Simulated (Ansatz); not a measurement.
A relaxation of cell and atoms of Cd (P6_3/mmc, 2 atoms in the cell) with Ansatz (a first-principles code).

Computed with PBE (plane waves, PAW; Ansatz).

```
CELL_PARAMETERS angstrom
      1.50192    -2.60140     0.00000
      1.50192     2.60140     0.00000
      0.00000     0.00000     5.66496
ATOMIC_POSITIONS crystal
  Cd 0.33333 0.66667 0.25000
  Cd 0.66667 0.33333 0.75000
```

Reference input (self-consistent single point, DFT, PBE, plane waves, default PAW files): kpoints.mp_grid.grid = 13 13 6; hamiltonian.xc = pbe; hamiltonian.pseudopotentials = {kind: paw} (the program's default PAW files); scf.occupations.method = gaussian; scf.occupations.width = 0.1 eV. This run's input differs from it in these lines:

```diff
@@ -16,2 +16,4 @@
   occupations: { method: gaussian, width: 0.1 }
+relax:
+  cell: {}
 output:
```

Log, with long lists cut:

```
   [... SCF lines of the steps left out ...]
relax step   1: F+E_penalty+E_count = -16508.91079891 eV  Δ(F+E_penalty+E_count) = +0.000e0 eV  max|allowed force component| = 2.776e-17 eV/Å  Δτ_max = 0.0000 Å  P = +1.355 GPa  Ω = 44.267 Å³  (6 SCF iters, dr2 threshold 1.00e-7 eV, accepted)
relax step   2: F+E_penalty+E_count = -16508.91572702 eV  Δ(F+E_penalty+E_count) = -4.928e-3 eV  max|allowed force component| = 1.203e-16 eV/Å  Δτ_max = 0.0000 Å  P = -0.075 GPa  Ω = 45.620 Å³  energy of the carried Pulay correction = -5.266e-4 eV  [...]
   [... lines left out ...]
relax step   5: F+E_penalty+E_count = -16508.91599904 eV  Δ(F+E_penalty+E_count) = -1.667e-5 eV  max|allowed force component| = 1.203e-16 eV/Å  Δτ_max = 0.0000 Å  P = +0.001 GPa  Ω = 45.480 Å³  energy of the carried Pulay correction = -4.753e-4 eV  [...]
relax step   6: F+E_penalty+E_count = -16508.91644986 eV  Δ(F+E_penalty+E_count) = -4.508e-4 eV  max|allowed force component| = 1.480e-16 eV/Å  Δτ_max = 0.0000 Å  P = -0.005 GPa  Ω = 45.480 Å³  stress off target by 7.55e-3 GPa  SCF on the basis [...]
basis re-selected at this cell: Δ(F+E_penalty+E_count) = -4.508e-4 eV, ΔP = -0.006 GPa vs the last step
the relaxation is at rest under the 24 symmetry operations that the run kept from its start: a minimum is not shown …
Free energy (F): -16508.916450 eV
Internal energy: -16508.913517 eV  (E = F + TS)
E sigma→0 (E₀):  -16508.914983 eV
Entropy (-TS):   -0.002933 eV (-1.466 meV/atom)
Fermi energy:    13.759742 eV
--- Forces (eV/Å), atoms counted from 1 ---
  atom   1  Cd    -0.00000000     0.00000000     0.00000000
   [... lines left out ...]
to start a new deck from the relaxed geometry:
  cell:  # Å, volume = 45.4798 Å³
    - [1.5208334501184027, -2.6341608054553416, 0.0]
    - [1.5208334501184027, 2.6341608054553416, 0.0]
    - [0.0, 0.0, 5.676286261618068]
  atoms:
    - { symbol: Cd, position: [0.3333333333333333, 0.6666666666666665, 0.24999999999999997] }
    - { symbol: Cd, position: [0.6666666666666665, 0.3333333333333333, 0.75] }
```

The run converged. 

Summary of the result:
```
Quantity                                                                                                             Result
-----------------------------------------------  --------------------------------------------------------------------------
Free energy E − TS (on the zero of these files)                                                              -16508.9164 eV
Fermi level (on the code's own zero)                                                                               13.76 eV
Pressure                                                                                                          -0.01 GPa
Final cell                                       a = 3.042 Å, b = 3.042 Å, c = 5.676 Å, α = 90.00°, β = 90.00°, γ = 120.00°
Final volume per atom                                                                                              22.74 Å³
Relaxation steps                                                                                                          6
```

The starting cell has typed, rounded lattice constants, without a prior relaxation at this level. Its lattice was rescaled by a random factor within 2.5 % of one. The relaxation keeps the symmetry of its start, so its end need not be a minimum. Ansatz's pressure includes its estimate of the finite-basis (Pulay) stress.

Keys are those of Ansatz 0.2.
